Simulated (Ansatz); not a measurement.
An Ansatz (an electronic-structure program) input (DFT with PBE, PAW potentials and a 420 eV plane-wave cutoff in Ansatz, no spin-orbit coupling, earlier PAW set):

Ansatz 0.2 input:
```yaml
crystal:
  lattice:
    - [3.8451422773, 0, 0]
    - [-1.9225711387, 3.3299908933, 0]
    - [0, 0, 6.3057297685]
  atoms:
    - { symbol: Zn, position: [0.6666666667, 0.3333333333, 0.999852226] }
    - { symbol: Zn, position: [0.3333333333, 0.6666666667, 0.499852226] }
    - { symbol: S, position: [0.6666666667, 0.3333333333, 0.625347774] }
    - { symbol: S, position: [0.3333333333, 0.6666666667, 0.125347774] }
basis: { ecutwfc: 420, ecutrho_ratio: 4, xc_grid: 2, fft_grid_basis: typed }
kpoints: { mp_grid: { grid: [10, 10, 5] } }
hamiltonian:
  xc: pbe
  dispersion: none
  pseudopotentials: { azcp: { folder: ./paw }, kind: paw }
scf: { occupations: { method: fermi_dirac, width: 0.05 }, convergence: { dr2_threshold: 0.0000000004 } }
output: { forces: true, stress: true }
```

Which symmetry and how many k-points will the program report, and about how many plane waves at Γ?

Space group P63mc (ITA 186) with 12 operations, k-points 42 of 500, and 1581 plane waves at Γ.

Whether these cells are dynamically stable was not tested. The cell is ZnS in the wurtzite structure (space group P6_3mc, No. 186).
